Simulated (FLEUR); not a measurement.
Input and output of a self-consistent single point for NiSb (P1, 4 atoms in the cell) (FLEUR).

Method of the run: LDA (Perdew-Zunger), all-electron FLAPW (FLEUR), scalar-relativistic valence.

```yaml
crystal:
  lattice:
    - [3.92967, 0.00000, 0.00000]
    - [-1.96484, 3.40319, 0.00000]
    - [0.00000, 0.00000, 5.11619]
  atoms:
    - { symbol: Ni, position: [0.99389, 0.99685, 0.00155] }
    - { symbol: Ni, position: [0.99827, 0.00155, 0.50396] }
    - { symbol: Sb, position: [0.34159, 0.66761, 0.24963] }
    - { symbol: Sb, position: [0.66625, 0.33399, 0.74485] }
```

Reference input (self-consistent single point, DFT, PBE, all-electron FLAPW (FLEUR), scalar-relativistic valence): Kmax = 3.5 1/bohr; GmaxXC = 14 1/bohr; xcFunctional = pbe; jspins = 1; l_soc = F; mode = gauss; fermiSmearingEnergy = 0.00999582 Htr; mesh (inpgen div1-3) = 5 5 4; inpgen gamma flag = true; Gmax = 14 1/bohr; numbands = 0; maxIterBroyd = 25. This run's input differs from it in these lines:

```diff
@@ -16,2 +16,3 @@
 &comp jspins=1 /
+&exco xctyp='pz' /
 &kpt div1=5 div2=5 div3=4 gamma=t /
@@ -28,3 +29,3 @@
       <coreElectrons ctail="T" frcor="F" kcrel="0" coretail_lmax="0"/>
-      <xcFunctional name="pbe" relativisticCorrections="F"/>
+      <xcFunctional name="pz" relativisticCorrections="F"/>
       <magnetism jspins="1"/>
```

Output (repeated stretches shortened):

```
 Iteration:     1   Distance:      23.80385727 me/bohr^3
 Iteration:     2   Distance:      15.72542383 me/bohr^3
 Iteration:     3   Distance:       9.00594780 me/bohr^3
 Iteration:     4   Distance:      14.11835819 me/bohr^3
 Iteration:     5   Distance:      11.52714408 me/bohr^3
   [... 15 lines left out ...]
 Iteration:    21   Distance:       0.00009526 me/bohr^3
 Iteration:    22   Distance:       0.00001785 me/bohr^3
 Iteration:    23   Distance:       0.00001887 me/bohr^3
 Iteration:    24   Distance:       0.00000109 me/bohr^3
 Reset of history
 Run finished successfully
 Stop message:
   Structural relaxation: new displacements generated

[file out, last iteration]
             iter=     25
[...]
          total density-effective poten   -2.6323114282E+04
          total charge density-energy d   -4.5285001923E+02
 Updated energy parameters for spin:           1
[...]
 fermi energy and band-weighting factors:

[...]
FERMIE:
          first approx. to ef    (T=0)  :   0.370661 htr   (energy of the highest occ. eigenvalue)
          number of occ. states  (T=0)  :       1579
          first approx. to seigv (T=0)  : -30.420563 htr
          sum of weights of occ. states :  31.010000
          sum of semicore charge        :   0.000000 e
          fermi energy=   0.36816 har   work function= -10.01811 ev
          number of valence electrons=  62.00000
   [... lines left out ...]
          total moment                 =     0.00000
 Direct bandgap for spin            1 :    7.2273830309937392E-003  Htr
   [... lines left out ...]
          interst. charge =       7.589797
          mt charge=             27.100807   27.117659   48.094553   48.097183
          total charge  =  158.000000
          zc=   158.000000     qfix=    1.000000
     t o t a l  e n e r g y
          sum of eigenvalues =             -9570.6443594927
          density-effective potential i   -26323.1142823805
          charge density-ex.-corr.energ     -452.8500192265
 ---->    total en
```

The run converged in 24 iterations. FLEUR gives forces in its relaxation mode, with a further iteration, so its stop message speaks of a relaxation. Against the reference run the largest force goes from 0.353 to 0.309 eV/Å.

The starting cell comes from a database of computed structures (which also holds hypothetical and non-ambient phases and stackings), without a prior relaxation at this level. Its atoms were displaced at random from the sites of space group no. 194. Spin-orbit coupling is off. Spin polarisation is off. Values depend on the basis (sphere radii, cutoffs, local orbitals), which need not be converged. The log's line on a gap gives a spacing of levels on this mesh, which the program prints for metals too.

Cost on one core of a shared machine: roughly 4 min.
